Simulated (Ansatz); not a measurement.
We consider Be₃N₂ (R3m, No. 160, 5 atoms in the cell; start mp-1070456; a measured phase of this formula has another space group), described by r²SCAN (plane waves, PAW; Ansatz, a quantum-chemistry and plane-wave program).

Numerical settings: plane-wave cutoff 560 eV, 14×14×14 k mesh, Fermi–Dirac smearing 0.01 eV, scalar-relativistic PAW data made under PBE.

Cell (relaxed with PBEsol):

Be3N2 is modelled in the trigonal space group R3m, hexagonal axes (No. 160), Pearson symbol hR5. Cell: a = 2.835 Å, b = 2.835 Å, c = 14.558 Å, α = 90.00°, β = 90.00°, γ = 120.00°. Be1 on 3a is surrounded by 3 N at 1.646 Å and 1 N at 2.191 Å (tetrahedral). Be2 on 3a is surrounded by 1 N at 1.652 Å and 3 N at 1.838 Å (tetrahedral). Be3 on 3a has 1 N at 1.678 Å and 3 N at 1.775 Å (tetrahedral). N1 on 3a is coordinated by 5 Be at 1.646–1.678 Å (trigonal bipyramidal). N2 on 3a is surrounded by 6 Be at 1.775–1.838 Å and 1 Be at 2.191 Å. (Neighbours: up to the widest gap in distance over summed covalent radii, below 1.35, at either atom; cation-cation and far metal-metal contacts left out.)
(The calculation used a cell of 5 atoms; values per cell refer to that cell.)

Question: Estimate the band gap, smallest direct gap on the k points sampled and direct gap at Γ that the calculation returns.

Answer: 
- band gap = 3.43 eV (indirect)
- smallest direct gap on the k points sampled = 4.50 eV
- direct gap at Γ = 6.81 eV

Note: cell and atoms aren't relaxed at this level (pressure 0.3 GPa).

A start named mp-… is a Materials Project structure, which need not be a measured phase.
